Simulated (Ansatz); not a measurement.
Levels about the gap of amorphous In₉Ga₉Zn₉O₃₉Lu₂ (68 atoms in a cell of 869 Å³, 6.16 g/cm³; zone centre alone, so wide bands show as single levels with stretches between that a denser mesh fills), at the geometry that PBE relaxed, where it gives 0.2 GPa on a denser mesh. Exact exchange is cut at the faces of this small cell, which leaves a finite-size error. The participation number counts the atoms over which a state spreads; weights are charges in smoothed Voronoi cells. The levels come from a single point, so bond lengths are those of that geometry. Method of the levels: HSE06, scalar-relativistic without spin-orbit coupling (Ansatz, a quantum-chemistry and plane-wave program). Sampling: the zone centre alone; Fermi-Dirac width 0.02 eV; no spin polarisation. At PBE the levels at the filled edge of the gap are localised (band-tail or defect states).

The cell was made by melting and quenching with the CHGNet potential and then relaxed with DFT. O atoms were pushed apart under 1.9 Å during the dynamics, to hinder bonds among them. The hot cell started wider than the set density and was brought back towards it in steps. It is the lowest in DFT energy of 2 quenches. It is a model cell: composition and starting density were chosen by hand, and all elements were melted together. No dispersion term was used. Its density started from a set value of 6.19 and ended at 6.16 g/cm³. The quench (nominally 320 K/ps over its main leg) was far faster than any real one, so the model tends to hold more defects than a real film. Values belong to this one cell and scatter from quench to quench. Volume and shape were free in the relaxation.

| E - E(highest filled), eV | filling | participation number | largest on | weight O | weight In | weight Zn | weight Ga |
|---|---|---|---|---|---|---|---|
| -0.33 | filled | 20.3 | O, 3 neighbours | 0.89 | 0.02 | 0.06 | 0.02 |
| -0.26 | filled | 16.6 | O, 3 neighbours | 0.88 | 0.02 | 0.07 | 0.02 |
| -0.22 | filled | 18.6 | O, 3 neighbours | 0.87 | 0.01 | 0.08 | 0.02 |
| -0.13 | filled | 16.9 | O, 3 neighbours | 0.91 | 0.02 | 0.04 | 0.02 |
| -0.11 | filled | 18.1 | O, 3 neighbours | 0.88 | 0.01 | 0.08 | 0.02 |
| -0.10 | filled | 5.8 | O, 3 neighbours | 0.92 | 0.01 | 0.04 | 0.01 |
| 0.00 | filled | 12.8 | O, 3 neighbours | 0.87 | 0.01 | 0.08 | 0.01 |
| 2.50 | empty | 58.1 | In, 4 neighbours | 0.50 | 0.23 | 0.14 | 0.12 |
| 4.96 | empty | 11.1 | In, 4 neighbours | 0.54 | 0.36 | 0.07 | 0.03 |
| 5.21 | empty | 37.6 | In, 5 neighbours | 0.57 | 0.31 | 0.07 | 0.06 |
| 5.26 | empty | 28.5 | Zn, 3 neighbours | 0.55 | 0.19 | 0.18 | 0.08 |
| 5.60 | empty | 32.3 | In, 6 neighbours | 0.56 | 0.30 | 0.06 | 0.07 |
| 5.79 | empty | 29.1 | Zn, 3 neighbours | 0.52 | 0.15 | 0.20 | 0.12 |
| 5.94 | empty | 37.6 | In, 6 neighbours | 0.54 | 0.27 | 0.09 | 0.10 |

Most localised among these is the filled level at -0.10 eV, on a O atom, which has 3 neighbours (Zn 1.89 Å, In 2.16 Å, Lu 2.18 Å).
